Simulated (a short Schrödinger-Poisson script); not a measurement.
System: MOS inversion layer, SiO2 on p-type Si(110), at 300 K.

From the gate side: 0.78 nm SiO2; 1600 nm Si, acceptors 7.3e16 cm⁻³.

The device is made up for the run: typed textbook-type constants, with dimensions and the other settings drawn at random. SiO2: permittivity 3.9, conduction-band edge (eV) 3.15, gap (eV) 9, electron mass (mₑ) 0.5. Si: permittivity 11.7, conduction-band edge (eV) 0, gap (eV) 1.124, Nv at 300 K (cm⁻³) 3.1e19.

Channel valleys (confinement mass, in-plane density-of-states mass, number): Δ4 0.315, 0.324, 4; Δ2 0.19, 0.417, 2. At the gate the conduction-band edge of layer 1 lies 3.42 eV − eVg above the Fermi level of the channel; the field vanishes at the back. Gaps are held at their typed values at every temperature. Mesh 0.03 nm at interfaces.

Solved with a short Schrödinger-Poisson script written for these runs: 1D Poisson equation in equilibrium, electrons quantum, Hartree (BenDaniel-Duke, 12 states a valley, the channel's in-plane mass for all, wave functions free to enter the dielectric), parabolic valleys, classical holes, full ionisation, no traps, pinning or gate leakage.

```csv
Vg (V),electrons (cm⁻²),C (μF/cm²),Δ4 E0 (meV from the Fermi level),Δ2 E0 (meV from the Fermi level)
0.1,1.03e9,0.0944,260.2,269.7
0.15,6.38e9,0.122,212.9,222.5
0.2,3.70e10,0.275,167.1,177.0
0.25,1.66e11,0.739,127.8,138.2
0.3,4.74e11,1.31,99.8,111.0
0.35,9.42e11,1.71,81.1,93.2
0.4,1.52e12,1.99,67.7,80.9
0.45,2.17e12,2.19,57.5,71.8
0.5,2.88e12,2.34,49.2,64.5
0.55,3.63e12,2.46,42.2,58.6
0.6,4.41e12,2.56,36.3,53.6
0.65,5.22e12,2.65,31.0,49.2
0.7,6.06e12,2.72,26.2,45.4
0.75,6.92e12,2.79,21.9,41.9
0.8,7.80e12,2.84,17.9,38.8
0.85,8.69e12,2.89,14.3,35.9
0.9,9.60e12,2.94,10.8,33.2
0.95,1.05e13,2.98,7.6,30.6
1,1.15e13,3.02,4.5,28.3
1.05,1.24e13,3.05,1.6,26.0
```

Gate voltages with under 1e9 electrons/cm² are left out.

**Question.** At Vg = 1.05 V the lowest Δ4 subband lies at 1.6 meV from the Fermi level. How many electrons does it hold, and what share of all?

**Answer.** The two-dimensional density of states is g m/(πħ²) = 5.41e11 cm⁻² meV⁻¹ (both spins), kT = 25.9 meV, so n = D kT ln(1 + exp(−E/kT)) = 9.28e12 cm⁻², 0.75 of the 1.24e13 cm⁻² in all.

**Question.** Compare the slope of the sheet density between 0.95 and 1.05 V with the geometric capacitance of the layers between gate and channel.

**Answer.** q Δn/ΔV = 3.04 μF/cm²; ε0/Σ(t/ε) = 4.43 μF/cm². The ratio is 0.69: the channel acts as a further capacitance in series.
